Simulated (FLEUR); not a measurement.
## A self-consistent single point of LuBi2ClO4 (P4/mmm, 8 atoms in the cell) with FLEUR

Method of the run: LDA (Perdew-Zunger), all-electron FLAPW (FLEUR), scalar-relativistic valence in FLEUR.

Input:

Input of the input generator:

```
LuBi2ClO4
&input film=f /
3.8571500000 0.0000000000 0.0000000000
0.0000000000 3.8571500000 0.0000000000
0.0000000000 0.0000000000 9.0152400000
1.8897261246
1.0 1.0 1.0

8
71 0.0000000000 0.0000000000 0.0000000000
83 0.5000000000 0.5000000000 0.2757100000
83 0.5000000000 0.5000000000 0.7242900000
17 0.0000000000 0.0000000000 0.5000000000
8 0.5000000000 0.0000000000 0.8515700000
8 0.5000000000 0.0000000000 0.1484300000
8 0.0000000000 0.5000000000 0.8515700000
8 0.0000000000 0.5000000000 0.1484300000

&comp jspins=1 /
&exco xctyp='pz' /
&kpt div1=7 div2=7 div3=3 /
&end /
```

```xml
<?xml version="1.0" encoding="UTF-8" standalone="no"?>
<fleurInput fleurInputVersion="0.39">
   <comment>
      LuBi2ClO4                                                                                           
   </comment>
   <calculationSetup>
      <cutoffs Kmax="4.2" Gmax="14.7" GmaxXC="14.7" numbands="0"/>
      <scfLoop itmax="100" minDistance="0.00001" maxIterBroyd="15" imix="Anderson" alpha="0.05" precondParam="0.0" spinf="2.0"/>
      <coreElectrons ctail="T" frcor="F" kcrel="0" coretail_lmax="0"/>
      <xcFunctional name="pz" relativisticCorrections="F"/>
      <magnetism jspins="1"/>
      <soc l_soc="F" theta="0.0" phi="0.0" spav="F"/>
      <expertModes spex="0" secvar="F"/>
      <geometryOptimization l_f="T" forcealpha="1.0" forcemix="BFGS" epsdisp="0.00001" epsforce="0.00001"/>
      <ldaU l_linMix="F" mixParam="0.05" spinf="1.0"/>
   </calculationSetup>
   <cell>
      <bzIntegration valenceElectrons="86.0" mode="hist" fermiSmearingEnergy="0.0001">
         <kPointListSelection listName="default-1"/>
         <!-- k-points included here -->
         <xi:include xmlns:xi="http://www.w3.org/2001/XInclude" href="kpts.xml"> </xi:include>
      </bzIntegration>
      <!-- symmetry operations included here -->
      <xi:include xmlns:xi="http://www.w3.org/2001/XInclude" href="sym.xml"> </xi:include>
      <bulkLattice scale="1.0">
         <bravaisMatrix>
            <row-1>    7.2889571215008893     0.0000000000000000     0.0000000000000000</row-1>
            <row-2>    0.0000000000000000     7.2889571215008893     0.0000000000000000</row-2>
            <row-3>    0.0000000000000000     0.0000000000000000    17.0363345475389032</row-3>
         </bravaisMatrix>
      </bulkLattice>
   </cell>
   <atomSpecies>
      <species name="Lutetium (Lu)" element="Lu" atomicNumber="71">
         <mtSphere radius="2.68" gridPoints="925" logIncrement="0.014"/>
         <atomicCutoffs lmax="10" lnonsphr="8"/>
         <electronConfig flipSpins="F">
            <coreConfig>(1s1/2) (2s1/2) (2p1/2) (2p3/2) (3s1/2) (3p1/2) (3p3/2) (4s1/2) (3d3/2) (3d5/2) (4p1/2) (4p3/2) (4d3/2) (4d5/2)</coreConfig>
            <valenceConfig>(5s1/2) (5p1/2) (5p3/2) (6s1/2) (4f5/2) (4f7/2) (5d3/2) (5d5/2)</valenceConfig>
            <stateOccupation state="(5d3/2)" spinUp="0.2" spinDown="0.2"/>
            <stateOccupation state="(5d5/2)" spinUp="0.3" spinDown="0.3"/>
         </electronConfig>
         <energyParameters s="6" p="6" d="5" f="4"/>
         <lo type="SCLO" l="0" n="5" eDeriv="0"/>
         <lo type="SCLO" l="1" n="5" eDeriv="0"/>
      </species>
      <species name="Bismuth (Bi)" element="Bi" atomicNumber="83">
         <mtSphere radius="2.53" gridPoints="873" logIncrement="0.015"/>
         <atomicCutoffs lmax="10" lnonsphr="8"/>
         <electronConfig flipSpins="F">
            <coreConfig>(1s1/2) (2s1/2) (2p1/2) (2p3/2) (3s1/2) (3p1/2) (3p3/2) (4s1/2) (3d3/2) (3d5/2) (4p1/2) (4p3/2) (5s1/2) (4d3/2) (4d5/2) (5p1/2) (5p3/2) (4f5/2) (4f7/2)</coreConfig>
            <valenceConfig>(6s1/2) (5d3/2) (5d5/2) (6p1/2) (6p3/2)</valenceConfig>
            <stateOccupation state="(6p1/2)" spinUp="0.5" spinDown="0.5"/>
            <stateOccupation state="(6p3/2)" spinUp="1.0" spinDown="1.0"/>
         </electronConfig>
         <energyParameters s="6" p="6" d="6" f="5"/>
         <lo type="SCLO" l="2" n="5" eDeriv="0"/>
      </species>
      <species name="Chlorine (Cl)" element="Cl" atomicNumber="17">
         <mtSphere radius="2.68" gridPoints="925" logIncrement="0.013"/>
         <atomicCutoffs lmax="10" lnonsphr="8"/>
         <electronConfig flipSpins="F">
            <coreConfig>(1s1/2) (2s1/2) (2p1/2) (2p3/2)</coreConfig>
            <valenceConfig>(3s1/2) (3p1/2) (3p3/2)</valenceConfig>
            <stateOccupation state="(3p1/2)" spinUp="0.8333333333333" spinDown="0.8333333333333"/>
            <stateOccupation state="(3p3/2)" spinUp="1.6666666666667" spinDown="1.6666666666667"/>
         </electronConfig>
         <energyParameters s="3" p="3" d="3" f="4"/>
      </species>
      <species name="Oxygen (O)" element="O" atomicNumber="8">
         <mtSphere radius="1.43" gridPoints="493" logIncrement="0.021"/>
         <atomicCutoffs lmax="6" lnonsphr="4"/>
         <electronConfig flipSpins="F">
            <coreConfig>(1s1/2)</coreConfig>
            <valenceConfig>(2s1/2) (2p1/2) (2p3/2)</valenceConfig>
            <stateOccupation state="(2p1/2)" spinUp="0.6666666666667" spinDown="0.6666666666667"/>
            <stateOccupation state="(2p3/2)" spinUp="1.3333333333333" spinDown="1.3333333333333"/>
         </electronConfig>
         <energyParameters s="2" p="2" d="3" f="4"/>
      </species>
   </atomSpecies>
   <atomGroups>
      <atomGroup species="Lutetium (Lu)">
         <relPos label="                   1">.0000000000 .0000000000 .0000000000</relPos>
         <force calculate="T" relaxXYZ="TTT"/>
      </atomGroup>
      <atomGroup species="Bismuth (Bi)">
         <relPos label="                   2">1.000/2.000 1.000/2.000 .2757100000</relPos>
         <relPos label="                   3">1.000/2.000 1.000/2.000 -.2757100000</relPos>
         <force calculate="T" relaxXYZ="TTT"/>
      </atomGroup>
      <atomGroup species="Chlorine (Cl)">
         <relPos label="                   4">.0000000000 .0000000000 1.000/2.000</relPos>
         <force calculate="T" relaxXYZ="TTT"/>
      </atomGroup>
      <atomGroup species="Oxygen (O)">
         <relPos label="                   5">1.000/2.000 .0000000000 -.1484300000</relPos>
         <relPos label="                   6">1.000/2.000 .0000000000 .1484300000</relPos>
         <relPos label="                   7">.0000000000 1.000/2.000 -.1484300000</relPos>
         <relPos label="                   8">.0000000000 1.000/2.000 .1484300000</relPos>
         <force calculate="T" relaxXYZ="TTT"/>
      </atomGroup>
   </atomGroups>
   <output dos="F" band="F" slice="F">
      <checks vchk="F" cdinf="F"/>
      <bandDOS minEnergy="-.5*Htr" maxEnergy="0.5*Htr" sigma="0.015" storeEVData="T"/>
      <vacuumDOS vacdos="F" integ="F" star="F" nstars="0" locx1="0.0" locy1="0.0" locx2="0.0" locy2="0.0" nstm="0" tworkf="0.0"/>
      <unfoldingBand unfoldBand="F" supercellX="1" supercellY="1" supercellZ="1"/>
      <plotting iplot="0" polar="F">
         <plot TwoD="T" vec1="  1.0  0.0  0.0" vec2="  0.0  1.0  0.0" vec3="  0.0  0.0  1.0" zero="  0.0  0.0  0.0" file="plot"/>
      </plotting>
      <chargeDensitySlicing numkpt="0" minEigenval="0.0" maxEigenval="0.0" nnne="0" pallst="F"/>
      <specialOutput eonly="F"/>
      <magneticCircularDichroism mcd="F" energyLo="-10.0" energyUp="0.0"/>
   </output>
  <!-- We include the file relax.xml here to enable relaxations (see documentation) -->
  <xi:include xmlns:xi="http://www.w3.org/2001/XInclude" href="relax.xml"> <xi:fallback/> </xi:include>
</fleurInput>
```

Log, with long lists cut:

```
      Welcome to FLEUR        (www.flapw.de)
      MaX-Release 8.1          (www.max-centre.eu)

 ========== k-point set info ==========
 Selected k-point list: default-1
 k-point list type: mesh
 7 x 7 x 3
 Number of k points: 20

 ------------Calculation Setup---------------------------
           1           2           4           5          10          20
 Number of basis functions:         1224
 Iteration:     1   Distance:      21.57173890 me/bohr^3
 Iteration:     2   Distance:      17.93649428 me/bohr^3
 Iteration:     3   Distance:       7.70735049 me/bohr^3
 Iteration:     4   Distance:       8.51523374 me/bohr^3
 Iteration:     5   Distance:       3.43710215 me/bohr^3
 Iteration:     6   Distance:       1.34646387 me/bohr^3
   [... 12 lines left out ...]
 Iteration:    19   Distance:       0.00015895 me/bohr^3
 Iteration:    20   Distance:       0.00004380 me/bohr^3
 Iteration:    21   Distance:       0.00002941 me/bohr^3
 Iteration:    22   Distance:       0.00001082 me/bohr^3
 Iteration:    23   Distance:       0.00000271 me/bohr^3
 Reset of history

 Run finished successfully
 Stop message:
   Structural relaxation: new displacements generated

[file out, last iteration]
             iter=     24
          p o t e n t i a l   g e n e r a t o r
[...]
          integral of pseudo charge density inside the slab=        0.000000   0.000000
     coulomb potential in the interstitial region:
          density-coulomb potential integrals
          total density-coulomb potenti  -101992.5091956830
          density-effective potential integrals for spin  1
          total density-effective poten   -1.0348813026E+05
          charge density-energy density integrals
          total charge density-energy d   -1.1268710932E+03
 Updated energy parameters for spin:           1
  Atom    1 6s branch from -1.71 to  1.84 htr. ; e_l =  0.2179
  Atom    1 6p branch from -0.57 to  2.66 htr. ; e_l =  0.3508
  Atom    1 5d branch from -6.52 to  0.89 htr. ; e_l =  0.3674
  Atom    1 4f branch from -9.99 to  0.16 htr. ; e_l =  0.1749
  Atom    1 5s branch from-17.26 to -1.71 htr. ; e_l(l -1.7305
  Atom    1 5p branch from-12.59 to -0.57 htr. ; e_l(l -0.6700
  Atom    2 6s branch from -5.35 to  0.55 htr. ; e_l = -0.1561
  Atom    2 6p branch from -3.07 to  1.48 htr. ; e_l =  0.1491
  Atom    2 6d branch from -0.49 to  2.95 htr. ; e_l =  0.3549
  Atom    2 5f branch from -5.16 to  1.86 htr. ; e_l =  0.4929
  Atom    2 5d branch from-15.30 to -0.49 htr. ; e_l(l -0.5583
  Atom    3 3s branch from -8.73 to -0.12 htr. ; e_l = -0.2621
  Atom    3 3p branch from -6.52 to  0.42 htr. ; e_l =  0.1633
  Atom    3 3d branch from -9.99 to  1.21 htr. ; e_l =  0.5759
  Atom    3 4f branch from -9.99 to  2.81 htr. ; e_l =  0.7658
  Atom    4 2s branch from-18.18 to  0.83 htr. ; e_l = -0.4322
  Atom    4 2p branch from -9.99 to  1.19 htr. ; e_l =  0.0047
  Atom    4 3d branch from -9.99 to  5.89 htr. ; e_l =  0.2842
  Atom    4 4f branch from -9.99 to 10.22 htr. ; e_l =  0.4443
[...]
 fermi energy and band-weighting factors:
at   0.42857   0.42857   0.33333   k-weight:    0.054422
   66 eigenvalues :
   -1.730526   -0.662269   -0.662245   -0.654869   -0.567888   -0.567683   -0.567087   -0.567007
   -0.562427   -0.562126   -0.562029   -0.561888   -0.561549   -0.561533   -0.363961   -0.360139
   -0.359692   -0.355042   -0.258824   -0.142351   -0.137819    0.079992    0.084803    0.100316
    0.103336    0.118611    0.124390    0.131533    0.143737    0.143742    0.151355    0.151711
    0.151897    0.154673    0.155960    0.164225    0.167984    0.168650    0.169463    0.199931
    0.204924    0.207027    0.235959    0.370153    0.370832    0.396614    0.414249    0.419152
    0.450278    0.475342    0.498297    0.540854    0.554976    0.556515    0.585400    0.629175
    0.646214    0.674098    0.677803    0.700344    0.703247    0.704976    0.724217    0.777997
    0.790644    0.812506
   [... 2 blocks of this kind left out ...]

[...]
FERMIE:
          first approx. to ef    (T=0)  :   0.235959 htr   (energy of the highest occ. eigenvalue)
          number of occ. states  (T=0)  :        860
          first approx. to seigv (T=0)  : -15.931236 htr
          sum of weights of occ. states :  43.000000
          sum of semicore charge        :   0.000000 e
FERHIS:  Fermi-Energy by histogram:
          bandgap                     :   0.048496 htr
          charge neutrality (T=0)     :   0.000000    (zero if the highest occ. eigenvalue is "entirely" occupied)
          no eigenvalues within 8 tkb of ef reverts to the t=0 k method.
          number of occ. states       :       860
          sum of the valence weights  :   43.000000
          entropy         :   0.000000 *kb htr/K =   0.00000 htr/K
          sum of val. single particle energies:       -15.9312360850 htr
 Direct bandgap for spin            1 :    5.5512340851816833E-002  Htr
 at k-point           20  with k-vector    0.0000000000000000        0.0000000000000000        0.0000000000000000
          valence density: spin= 1
[...]
     l-like charge
     atom     s        p        d        f        total
 -->  1    2.20153  6.12911  0.69621 14.06248   23.13782
 -->  2    1.49758  0.84239  9.95876  0.07905   12.40105
 -->  3    1.89016  4.70071  0.02680  0.00439    6.62306
 -->  4    1.42870  3.13630  0.00415  0.00050    4.56972
          total charge for spin  1=   86.000000
          interst. charge =      13.158116
          mt charge=             23.137824   12.401054    6.623056    4.569724
          total charge  =   86.000000
          z= 71.     r(1)=  0.645805E-05     dx= 0.014000     m.t.index= 925
               n    l     j    energy       weight
               1.   0.   0.5-2318.7437      2.0000
               2.   0.   0.5 -394.0874      2.0000
               2.   1.   0.5 -376.2224      2.0000
   [... 11 lines left out ...]
          atom type    1  (spin 1)
          kinetic energy=  0.157476743013E+05     sum of the eigenvalues= -0.889967939406E+04
          0.00000161  electrons lost from core.
   [... 3 blocks of this kind left out ...]

          total charge for spin  1=  286.000000
          interst. charge =      13.163209
          mt charge=             69.137822   80.398488   16.623056    6.569734
          total charge  =  286.000000
          zc=   286.000000     qfix=    1.000000
     t o t a l  e n e r g y
          sum of eigenvalues =            -36034.9311829026
          density-coulomb potential int  -101992.5091956830
          density-effective potential i  -103488.1302577965
          charge density-ex.-corr.energ    -1126.8710931648
          el.-nucl. inter. diff. m.t.      18107.8850417975
          Madelung term for atom type:       -34.5990452457
          el.-nucl. inter. diff. m.t.      54640.9904555591
          Madelung term for atom type:      -100.8541284699
          el.-nucl. inter. diff. m.t.        549.2297308663
          Madelung term for atom type:        -4.6746425200
          el.-nucl. inter. diff. m.t.        344.8130540580
          Madelung term for atom type:       -19.1773425090
 ---->    total energy=                   -58472.1500571378 htr
 ---->    (input%tkb*entropy) TS=              0.0000000000 htr
 ---->    free energy=                    -58472.1500571378 htr
      extrapolation for T->0
 ---->    total electron energy=          -58472.1500571378 htr
 ***** TOTAL FORCES ON ATOMS *****
 TOTAL FORCE FOR ATOM TYPE=  1  X=  0.000   Y=  0.000   Z=  0.000
                       FX_TOT= 0.000000 FY_TOT= 0.000000 FZ_TOT= 0.000000
 TOTAL FORCE FOR ATOM TYPE=  2  X=  3.644   Y=  3.644   Z=  4.697
                       FX_TOT= 0.000000 FY_TOT= 0.000000 FZ_TOT=-0.014722
 TOTAL FORCE FOR ATOM TYPE=  3  X=  0.000   Y=  0.000   Z=  8.518
                       FX_TOT= 0.000000 FY_TOT= 0.000000 FZ_TOT= 0.000000
 TOTAL FORCE FOR ATOM TYPE=  4  X=  3.644   Y=  0.000   Z= -2.529
                       FX_TOT= 0.000000 FY_TOT= 0.000000 FZ_TOT=-0.003848
```

The run converged in 23 iterations. FLEUR gives forces in its relaxation mode, with a further iteration, so its stop message speaks of a relaxation.

The starting cell comes from a database of computed structures (which also holds hypothetical and non-ambient phases and stackings), without a prior relaxation at this level. Spin-orbit coupling is off. Values depend on the basis (sphere radii, cutoffs, local orbitals), which need not be converged.

Cost on one core of a shared machine: roughly 9 min.
